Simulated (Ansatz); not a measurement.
The starting structures come from a database of crystals and need not be the phases stable at ambient conditions.

 Where the default PAW files enter, the runs use the earlier of Ansatz's two default sets.

By PBEsol, the system below comes out a metal.

Consider the following.

```
CELL_PARAMETERS angstrom
      4.51957     0.00000     0.00000
     -2.25979     3.91407     0.00000
      2.25979     1.30469     1.69095
ATOMIC_POSITIONS crystal
  Te 0.00000 0.50000 0.50000
```

Space group of this cell: R-3m. The cell is strained (lengths across the current scaled by 0.98, ions clamped); by PBEsol its mean pressure is 2.5 GPa.

The current flows along the normal of the first two printed cell vectors, the (001) (indices of the unstrained crystal) plane of the conventional cell. No spin-orbit coupling; the value is a mean over 0.1 eV about the Fermi level.

Q: Compute, with PBEsol run with Ansatz (a first-principles code), the ballistic conductance per area.

A: 1.2 × 10¹⁵ S/m² for both spins.
